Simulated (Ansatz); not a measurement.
Start from BiB in the CsCl type structure (space group Pm-3m, No. 221; a hypothetical phase, not in the database extracts checked; relaxed with 0.1 eV smearing).

```cif
data_BBi
_chemical_formula_sum 'B1 Bi1'
_space_group_name_H-M_alt 'Pm-3m'
_space_group_IT_number 221
_space_group_name_Hall '-P 4 2 3'
_cell_length_a 3.30942
_cell_length_b 3.30942
_cell_length_c 3.30942
_cell_angle_alpha 90.000
_cell_angle_beta 90.000
_cell_angle_gamma 90.000
loop_
_atom_site_label
_atom_site_type_symbol
_atom_site_symmetry_multiplicity
_atom_site_Wyckoff_symbol
_atom_site_fract_x
_atom_site_fract_y
_atom_site_fract_z
_atom_site_occupancy
B1 B 1 a 0.00000 0.00000 0.00000 1
Bi1 Bi 1 b 0.50000 0.50000 0.50000 1
```

The values are results of PBEsol in Ansatz (plane waves to 420 eV, PAW, no SOC), not measurements.

Before the change:

The band gap is zero. The pressure is 0.0 GPa.

One thing is altered: an isotropic linear strain of +2.62 %, atoms relaxed at fixed cell.

Predict the new band gap.

The band gap is still zero.

What does the calculation give for the energy relative to the base after the change?

The energy grows by 26 meV/atom.

How does this affect the pressure?

The pressure goes from zero to -5.3 GPa.

No phonon test of stability was made. All final runs are without spin polarisation.

Ansatz is a first-principles code.
